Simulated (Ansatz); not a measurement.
Consider a periodic stack without vacuum, bcc W (0 0 1) on rutile TiO2 (0 0 1) (film strained to the substrate, started from cuts of the bulks and a machine-learned relaxation; slabs Ti10O20 and W12, which can lie off the formulas): substrate slab Ti10O20, film W12, surface cells [[0, 1], [-1, 0]] and [[-1, 1], [-1, -1]], film strained by +3.1 and +3.1 %, outermost planes OTi/OTi and W/W as cut, which need not be the usual terminations and can put a slab off its formula. Its start:

```
CELL_PARAMETERS angstrom
      4.64350     0.00000     0.06875
      0.00000     4.64350    -0.03613
     -0.77104     1.73001    26.87707
ATOMIC_POSITIONS crystal
  Ti 0.05146 0.97438 0.10244
  Ti 0.54793 0.48337 0.07291
  O  0.34205 0.66997 0.11778
  O  0.82897 0.76835 0.06002
  O  0.25936 0.20039 0.05948
  O  0.75235 0.25858 0.11780
  Ti 0.05418 0.93041 0.21985
  Ti 0.55319 0.44347 0.17880
  O  0.35528 0.62295 0.22949
  O  0.84731 0.74184 0.17242
  O  0.25053 0.14599 0.17142
  O  0.75186 0.22625 0.22946
  Ti 0.06509 0.88872 0.33294
  Ti 0.55702 0.40974 0.28690
  O  0.36443 0.58582 0.34030
  O  0.85816 0.70700 0.28417
  O  0.25705 0.10599 0.28389
  O  0.75844 0.19175 0.34062
  Ti 0.06875 0.85619 0.44371
  Ti 0.57396 0.36301 0.39680
  O  0.37042 0.55241 0.45217
  O  0.86562 0.67271 0.39498
  O  0.26402 0.07118 0.39490
  O  0.76701 0.15588 0.45203
  Ti 0.07015 0.82842 0.55070
  Ti 0.56331 0.34561 0.50858
  O  0.36126 0.53354 0.56312
  O  0.86475 0.63241 0.50551
  O  0.27723 0.04484 0.50549
  O  0.78358 0.11113 0.56366
  W  0.81972 0.54323 0.69279
  W  0.31805 0.04151 0.69277
  W  0.81280 0.06170 0.64037
  W  0.32109 0.55342 0.64009
  W  0.82486 0.50828 0.80652
  W  0.32478 0.00803 0.80652
  W  0.82128 0.02528 0.75177
  W  0.32181 0.52472 0.75167
  W  0.83152 0.47454 0.91556
  W  0.33240 0.97412 0.91555
  W  0.82845 0.99017 0.86630
  W  0.32812 0.48996 0.86630
```

The start was prepared with a machine-learned potential, and the result is one local minimum, with the in-plane cell held and forces under 0.04 eV/Å; the film can end far from its bulk form.

All values below come from PBE (plane waves to 420 eV, PAW; Ansatz, a program for electronic structure). Scalar-relativistic, without spin–orbit coupling; the runs are not spin-polarised. Its k-point mesh 6×6×1, Fermi–Dirac width 0.05 eV.

Task: Predict the relaxed interface.

Result: 
* **interface area**: 21.6 Å²
* **period**: 25.24 Å
* **heights between the nearest atoms of the two slabs at the two interfaces**: 1.94 and 1.94 Å
* **Ti–W contacts across the interfaces within 1.22 times the sum of covalent radii**: 4, mean 2.86 Å
* **O–W contacts across the interfaces within 1.22 times the sum of covalent radii**: 4, mean 1.96 Å
